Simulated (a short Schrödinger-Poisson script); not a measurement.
**Gated Al0.2Ga0.8N/GaN polarisation-induced gas**

System: gated Al0.2Ga0.8N/GaN polarisation-induced gas, at 20 K.

```
layer     material  thickness (nm)  Na (cm⁻³)
-----  -----------  --------------  ---------
1      Al0.2Ga0.8N              10          -
2              GaN            6000       1e14
```

Constants are typed, rounded textbook-type inputs, not results; the design itself was drawn at random and stands for no fabricated device. Al0.2Ga0.8N: permittivity 9.38, conduction-band edge (eV) 0.262, gap (eV) 3.804, electron mass (mₑ) 0.224, Nv at 300 K (cm⁻³) 4.6e19. GaN: permittivity 9.5, conduction-band edge (eV) 0, gap (eV) 3.43, Nv at 300 K (cm⁻³) 4.6e19.

Channel valleys (confinement mass, in-plane density-of-states mass, number): Γ 0.2, 0.2, 1. At the gate the conduction-band edge of layer 1 lies 1.1 eV − eVg above the Fermi level of the channel; the field vanishes at the back. Sheet of polarisation charge: +9.4e12 e/cm² at 10 nm from the gate. The barrier under the gate holds no holes. Gaps are held at their typed values at every temperature. Mesh 0.08 nm at interfaces.

From a short Schrödinger-Poisson script (our own, NumPy): 1D Poisson equation in equilibrium, electrons quantum, Hartree plus LDA exchange-correlation (BenDaniel-Duke, 40 states a valley, the channel's in-plane mass for all, wave functions free to enter the barrier), parabolic valleys, classical holes, full ionisation, no traps, pinning or gate leakage.

```tsv
Vg (V)	electrons (cm⁻²)	in the channel layer	C (μF/cm²)	Γ E0 (meV)	Γ E1 (meV)
0.5	6.54e12	5.96e12	0.766	-76.4	-1.1
0.4	6.06e12	5.57e12	0.761	-71.3	-0.1
0.3	5.59e12	5.18e12	0.756	-66.1	1.1
0.2	5.12e12	4.78e12	0.751	-60.9	2.6
0.1	4.65e12	4.38e12	0.746	-55.5	4.7
0	4.19e12	3.97e12	0.741	-50.1	7.3
-0.1	3.72e12	3.56e12	0.736	-44.6	9.8
-0.2	3.27e12	3.14e12	0.730	-39.1	12.1
-0.3	2.81e12	2.72e12	0.724	-33.7	14.1
-0.4	2.36e12	2.30e12	0.717	-28.3	15.9
-0.5	1.92e12	1.88e12	0.710	-23.0	17.3
-0.6	1.48e12	1.45e12	0.700	-17.7	18.4
-0.7	1.05e12	1.03e12	0.687	-12.5	18.8
-0.8	6.23e11	6.18e11	0.667	-7.4	18.5
-0.9	2.17e11	2.16e11	0.628	-2.2	16.7
```

Gate voltages with under 1e6 electrons/cm² are left out.

Subbands count from the Fermi level.
